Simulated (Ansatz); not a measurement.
The reference is HfS$_{2}$ in the CdI2 type structure (space group P-3m1, No. 164; a = 3.547 Å, c = 5.577 Å; layered, stacked along the Cartesian z axis).

It is then changed as follows: a hydrostatic pressure of 1.8 GPa.

Levels (all Ansatz, a first-principles code, PAW): PBEsol-D3(BJ) (420 eV, scalar-relativistic without spin-orbit coupling); HSE06 (420 eV, scalar-relativistic without spin-orbit coupling).

The geometry is relaxed with PBEsol-D3(BJ).

```
Quantity                  Value
----------------------  -------
PBEsol-D3(BJ) band gap  0.24 eV
```

Question: How does going to HSE06 change the band gap?

Answer: The band gap goes up by 0.82 eV, from 0.24 eV to 1.06 eV.

Single points use the geometry relaxed with PBEsol-D3(BJ). HSE06 was sampled on its mesh, a few special points and the semilocal edge points, so its gap is an upper bound. With Hf present, leaving out spin-orbit coupling can change the band edges. Load acts through the strain it causes; cell and atoms are relaxed under it. Whether these cells are dynamically stable was not tested. A zero or small gap of HfS2 under pressure 1.8 GPa can be the functional's error rather than a property of the material.
